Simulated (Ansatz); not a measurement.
Hypothetical cubic perovskite SrSnSe3: pressure series

Take SrSnSe3 in the cubic perovskite structure (space group Pm-3m, No. 221; a hypothetical phase, not in the database extracts checked) as the base.

```
CELL_PARAMETERS angstrom
      5.32276     0.00000     0.00000
      0.00000     5.32276     0.00000
      0.00000     0.00000     5.32276
ATOMIC_POSITIONS crystal
  Sr 0.00000 0.00000 0.00000
  Sn 0.50000 0.50000 0.50000
  Se 0.00000 0.50000 0.50000
  Se 0.50000 0.50000 0.00000
  Se 0.50000 0.00000 0.50000
```

Cell and atoms are relaxed at each pressure.

Levels (all Ansatz, a quantum-chemistry and plane-wave program, PAW): PBE (420 eV, no spin-orbit coupling); PBEsol (420 eV, spin-orbit coupling left out).

The base cell above is that of PBE; each level relaxes its own structures.

| case | volume per atom, PBE | volume per atom, PBEsol |
|---|---|---|
| pressure −1 GPa | 30.90 Å³ | … |
| pressure 0.3 GPa | 29.96 Å³ | 28.61 Å³ |
| pressure 0.7 GPa | 29.70 Å³ | 28.39 Å³ |
| pressure 1.5 GPa | 29.22 Å³ | … |
| pressure 3 GPa | 28.43 Å³ | 27.30 Å³ |
| pressure 5 GPa | 27.52 Å³ | … |
| pressure 7.5 GPa | 26.58 Å³ | 25.66 Å³ |
| pressure 10 GPa | 25.78 Å³ | … |

Problem. Complete the table.

Solution. 
- pressure −1 GPa, volume per atom, PBEsol: 29.40 Å³
- pressure 1.5 GPa, volume per atom, PBEsol: 27.99 Å³
- pressure 5 GPa, volume per atom, PBEsol: 26.50 Å³
- pressure 10 GPa, volume per atom, PBEsol: 24.94 Å³

PBE lies above PBEsol in every row, by 0.84 Å³ to 1.50 Å³. They put the cases in the same order.

Load acts through the strain it causes; cell and atoms are relaxed under it. Whether these cells are dynamically stable was not tested. No other phases were tried under pressure. The final runs are not spin-polarised. Many cubic perovskites are stable only at high temperature; tilts and polar distortions were not tested.
